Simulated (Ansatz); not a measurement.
The starting structures come from a database of crystals and need not be the phases stable at ambient conditions.

 Where the default PAW files enter, the runs use the earlier of Ansatz's two default sets.

The decay constant κ of evanescent states in the gap governs leakage through a thin film.

Given:

```yaml
crystal:
  lattice:
    - [5.80714, 0.00000, 0.00000]
    - [0.00000, 7.89729, 0.00000]
    - [2.90357, 0.00000, 5.02913]
  atoms:
    - { symbol: Cs, position: [0.66667, 0.75000, 0.66667] }
    - { symbol: Cs, position: [0.33333, 0.25000, 0.33333] }
    - { symbol: Cs, position: [0.00000, 0.00000, 0.00000] }
    - { symbol: Cs, position: [0.00000, 0.50000, 0.00000] }
    - { symbol: Pt, position: [0.66667, 0.25000, 0.66667] }
    - { symbol: Pt, position: [0.33333, 0.75000, 0.33333] }
```

Space group of this cell: P6_3/mmc. The cell is taken as given.

Transport runs along the normal of the first two printed cell vectors, the (100) plane of the conventional cell.

No gap correction and no spin-orbit coupling; mid-gap values are interpolated between computed energies.

**Question.** Estimate the band gap and the smallest decay constant κ at mid-gap that r2SCAN run with Ansatz (a first-principles code) returns for this system.

**Answer.** Gap 2.06 eV on a 6×4×6 mesh; κ = 0.255 1/Å, at the zone centre.
